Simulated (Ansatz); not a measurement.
CoPdO2, pressure series

Take CoPdO2 (space group R-3m, No. 166; non-magnetic) as the base.

```yaml
crystal:
  lattice:
    - [1.41288, 0.81572, 5.91810]
    - [-1.41288, 0.81572, 5.91810]
    - [0.00000, -1.63145, 5.91810]
  atoms:
    - { symbol: Pd, position: [0.00000, 0.00000, 0.00000] }
    - { symbol: Co, position: [0.50000, 0.50000, 0.50000] }
    - { symbol: O, position: [0.11264, 0.11264, 0.11264] }
    - { symbol: O, position: [0.88736, 0.88736, 0.88736] }
```

Cell and atoms are relaxed at each pressure.

The values are results of Ansatz (a quantum-chemistry and plane-wave program), r2SCAN, PAW, cutoff 500 eV, no spin-orbit coupling, not measurements.

Candidates:
(a) pressure 60 GPa
(b) pressure 4.2 GPa
(c) pressure 9 GPa

Base values:

The c/a ratio comes out as 6.283.

Task: Order them by c/a ratio, lowest first.

Result: (b) pressure 4.2 GPa (6.310), (c) pressure 9 GPa (6.338), (a) pressure 60 GPa (6.569)

Load acts through the strain it causes; cell and atoms are relaxed under it. No phonon test of stability was made. No other phases were tried under pressure. Starting moments died away, wholly or in part, for the base; another magnetic solution may exist. No Hubbard U is applied and the magnetic state is the run's own (CoPdO2 not spin-polarised; CoPdO2 non-magnetic); other magnetic orders, which need larger cells, were not tried and can change the gap. The final runs are not spin-polarised. An odd electron count without spin: CoPdO2.
